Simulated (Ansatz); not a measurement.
O on the 1x1 (111) surface of fcc Ni, ferromagnetic, one in a 1x1 cell, energies for each (5.4 Å²). Energies are against ½ O2(g), without zero-point or thermal terms; each row is named by its start.

Level of theory: PBE (plane waves to 420 eV, PAW; Ansatz, a program for electronic structure).

Slab: 5 atoms, 6.0 Å thick at the start under the adsorbate (thin: gaps and levels are the slab's own); k 14x14x1, smearing 0.1 eV, dipole-corrected; 2 atoms held, the rest relaxed; each run with such symmetry as its start has; spin-polarised, no spin-orbit, no U, no dispersion correction.

A negative adsorption energy means that the adsorbate is more stable on the surface than in its reference. Heights count from the host atoms within 0.3 Å of the top one.

```csv
starting site,E_ads (eV),height (Å),nearest host atom (Å),bonded to,Δ work function (eV),lateral drift (Å),moment (μB)
top Ni,0.32,1.68,Ni 1.68,Ni,3.00,0.0,3.4
hollow Ni-Ni-Ni over Ni at depth 2.0 Å,-0.72,1.10,Ni 1.81,3 Ni,1.88,0.0,1.5
hollow Ni-Ni-Ni over Ni at depth 4.0 Å,-0.85,1.10,Ni 1.81,3 Ni,1.89,0.0,2.2
bridge Ni-Ni (span 2.5 Å),-0.85,1.10,Ni 1.81,3 Ni,1.90,0.7,2.2
```
